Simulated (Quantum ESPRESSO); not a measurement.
Quantum ESPRESSO is run on Zn2As (Pn-3m, 6 atoms in the cell), and the run fails. The aim is a self-consistent single point with DFT, PBEsol, plane waves, PSlibrary PAW (PBE) pseudopotentials.

Cell that was meant: a = 5.5101 Å, b = 5.5101 Å, c = 5.5101 Å, α = 90.00°, β = 90.00°, γ = 90.00°.

Part of the input:

```fortran
ATOMIC_SPECIES
Zn    65.3800  Zn.pbe-dn-kjpaw_psl.1.0.0.UPF
As    74.9216  As.pbe-n-kjpaw_psl.1.0.0.UPF
ATOMIC_POSITIONS cartesian
Zn    0.25000000    0.75000000    0.75000000
Zn    0.75000000    0.75000000    0.25000000
Zn    0.75000000    0.25000000    0.75000000
```

Output (repeated stretches shortened):

```
     This program is part of the open-source Quantum ESPRESSO suite
     for quantum simulation of materials; please cite

 %%%%%%%%%%%%%%%%%%%%%%%%%%%%%%%%%%%%%%%%%%%%%%%%%%%%%%%%%%%%%%%%%%%%%%%%%%%%%%
     Error in routine read_cards (1):
     unknown option for ATOMIC_POSITION: ATOMIC_POSITIONS CARTESIAN
 %%%%%%%%%%%%%%%%%%%%%%%%%%%%%%%%%%%%%%%%%%%%%%%%%%%%%%%%%%%%%%%%%%%%%%%%%%%%%%

     stopping ...
```

Q: Read the log: what does the program object to, and what is the fix?

A: The fault is a value that the program does not know. The key takes a closed list of words, and names differ between codes. To fix it, use one of the words that the key accepts. The program stopped before any SCF iteration.

An input that runs soundly differs in these lines (not the only fix; some lines may just follow from the change or write a value another way):
```diff
-ATOMIC_POSITIONS cartesian
+ATOMIC_POSITIONS crystal
```

With that input, the run converged in 11 iterations: free energy E − TS -17811.8515 eV; Fermi level (on the code's own zero) 4.95 eV; pressure -1.90 GPa (DFT, PBEsol, plane waves, PSlibrary PAW (PBE) pseudopotentials).

On the sound input: the starting cell comes from a database of computed structures (which also holds hypothetical and non-ambient phases and stackings), without a prior relaxation at this level. Its lattice was rescaled by a random factor within 2.5 % of one. The run gives no clean gap (levels at the Fermi energy touch, overlap or are partly filled at this smearing), which alone does not show that the compound is a metal.
